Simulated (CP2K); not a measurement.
**A short convergence ladder for Ge (Fd-3m, 2 atoms in the cell)**

```xyz
2
Lattice="4.0208 0.0000 0.0000 2.0104 3.4821 0.0000 2.0104 1.1607 3.2830" Properties=species:S:1:pos:R:3 pbc="T T T"
Ge     0.0000     0.0000     0.0000
Ge     2.0104     1.1607     0.8207
```

Base method: PBE, GPW, TZVP-MOLOPT-SR-GTH basis, GTH-PBE potentials (GTH_POTENTIALS) run with CP2K 2026.2.

Base settings: CUTOFF = 400 Ry; REL_CUTOFF = 50 Ry; SMEAR/METHOD = FERMI_DIRAC; ELECTRONIC_TEMPERATURE = 116.05 K; KPOINTS/SCHEME = MONKHORST-PACK 6 6 6; GAMMA_CENTERED = T; XC_FUNCTIONAL = PBE; Ge/BASIS_SET = TZVP-MOLOPT-SR-GTH; Ge/POTENTIAL = GTH-PBE-q4; METHOD = GPW.

**Zone-centre phonons against the mesh**

In this ladder: EPS_SCF = 1e-08; EXTRAPOLATION = USE_GUESS; DX = 0.01 bohr. Moved along: GAMMA_CENTERED.

Frequencies are those of the unrelaxed cell, without the LO-TO term of polar crystals.

Only quantities that move along the ladder and can be compared are tabulated.

| KPOINTS/SCHEME | highest zone-centre frequency (cm⁻¹) |
|---|---|
| MONKHORST-PACK 3 3 3 | -350.3 |
| MONKHORST-PACK 4 4 4 | -189.2 |
| MONKHORST-PACK 5 5 5 | 126.1 |
| MONKHORST-PACK 8 8 8 | 259.1 |
| MONKHORST-PACK 10 10 10 | 275.6 |
| MONKHORST-PACK 12 12 12 | 282.7 |
| MONKHORST-PACK 15 15 15 | 287.3 |

State of the highest zone-centre frequency at the end of the ladder: still drifting one way, by 12 cm⁻¹ over the last two steps, so the last step is no safe reference.

On the base run: the starting cell has typed, rounded lattice constants, without a prior relaxation at this level. Its lattice was rescaled by up to half a per cent. Values carry the incompleteness of an atom-centred basis. In the base run, with a pressure of about 3 GPa the cell is away from its equilibrium volume at this level.
